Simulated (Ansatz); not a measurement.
```xyz
8
Lattice="6.6102 0.0000 0.0000 -1.6525 2.8623 0.0000 0.0000 0.0000 5.0343" Properties=species:S:1:pos:R:3 pbc="T T T"
Sc     1.6525     0.9541     0.0878
Al     0.0000     1.9082     2.5395
N      1.6525     0.9541     2.9943
N      0.0000     1.9082     0.6732
Sc     4.9576     0.9541     0.0878
Al     3.3051     1.9082     2.5395
N      4.9576     0.9541     2.9943
N      3.3051     1.9082     0.6732
```

The ordered cell is a computed model, not a synthesised structure.

Problem. Give the diagonal Born effective charges atom by atom and the electronic dielectric tensor from linear response, LDA in Ansatz (a program for electronic structure).

Solution. 
```json
[
 {"atom": "Sc1", "Z*xx": "3.20", "Z*yy": "3.20", "Z*zz": "3.07"},
 {"atom": "Al2", "Z*xx": "2.61", "Z*yy": "2.61", "Z*zz": "2.86"},
 {"atom": "N3", "Z*xx": "-2.53", "Z*yy": "-2.53", "Z*zz": "-3.21"},
 {"atom": "N4", "Z*xx": "-3.28", "Z*yy": "-3.28", "Z*zz": "-2.72"},
 {"atom": "Sc5", "Z*xx": "3.20", "Z*yy": "3.20", "Z*zz": "3.07"},
 {"atom": "Al6", "Z*xx": "2.61", "Z*yy": "2.61", "Z*zz": "2.86"},
 {"atom": "N7", "Z*xx": "-2.53", "Z*yy": "-2.53", "Z*zz": "-3.21"},
 {"atom": "N8", "Z*xx": "-3.28", "Z*yy": "-3.28", "Z*zz": "-2.72"}
]
```

ε∞ diagonal: 5.92, 5.92, 5.89. The k mesh is 9×9×5. Away from Γ the polar cell without biaxial strain shows no imaginary mode on a 2×2×2 mesh.

The PAW data sets were generated under PBE and serve the other functionals too.
